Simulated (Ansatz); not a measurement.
**What isotropic strain +2.50 % does to BeTe**

The parent structure is BeTe in the zinc blende structure (space group F-43m, No. 216; a = 5.664 Å).

One thing is altered: an isotropic linear strain of +2.50 %, atoms relaxed at fixed cell.

Level of theory: Ansatz (a program for electronic structure), PBE, PAW, cutoff 420 eV, no spin-orbit coupling. Γ-centred 10×10×10 mesh, Fermi–Dirac width 0.05 eV.

```json
[
 {"quantity": "volume per atom", "base": "22.71 Å³", "changed": "24.45 Å³", "shift": "+1.746 Å³"},
 {"quantity": "space group", "base": "F-43m (No. 216)", "changed": "F-43m (No. 216)", "shift": "–"},
 {"quantity": "shortest interatomic distance", "base": "2.452 Å", "changed": "2.514 Å", "shift": "+0.0613 Å"},
 {"quantity": "energy relative to the base (free energy F)", "base": "0 meV/atom", "changed": "+21 meV/atom", "shift": "+21 meV/atom"},
 {"quantity": "pressure", "base": "0.01 GPa", "changed": "-3.60 GPa", "shift": "-3.61 GPa"},
 {"quantity": "band gap", "base": "2.03 eV", "changed": "2.19 eV", "shift": "+0.16 eV"},
 {"quantity": "gap character", "base": "indirect, Γ → X", "changed": "indirect, Γ → X", "shift": "–"},
 {"quantity": "smallest direct gap", "base": "3.64 eV", "changed": "3.19 eV", "shift": "-0.45 eV"},
 {"quantity": "mean gap deformation potential ΔEg/Δln V", "base": "–", "changed": "+2.2 eV", "shift": "–"},
 {"quantity": "width of the top valence band", "base": "3.12 eV", "changed": "2.79 eV", "shift": "-0.33 eV"},
 {"quantity": "electron mass", "base": "1.9 mₑ along k, 0.26 mₑ across (at X)", "changed": "2.4 mₑ along k, 0.27 mₑ across (at X)", "shift": "–"},
 {"quantity": "hole mass (degenerate bands, along [100])", "base": "0.20, 0.35, 0.35 mₑ (at Γ)", "changed": "0.19, 0.40, 0.40 mₑ (at Γ)", "shift": "–"},
 {"quantity": "valley order (the lowest conduction-band minima on the path, energy above the VBM, named in the base's zone)", "base": "X along ⟨100⟩ 2.03 eV; L along ⟨111⟩ 3.04 eV", "changed": "X along ⟨100⟩ 2.19 eV; L along ⟨111⟩ 2.85 eV; Γ 3.19 eV", "shift": "–"}
]
```

With Te present, leaving out spin-orbit coupling can change the band edges. Masses are band curvatures over ±0.01 Å⁻¹ around the edge. Along k means along the line from Γ to the band edge. Stability against distortions was not tested.
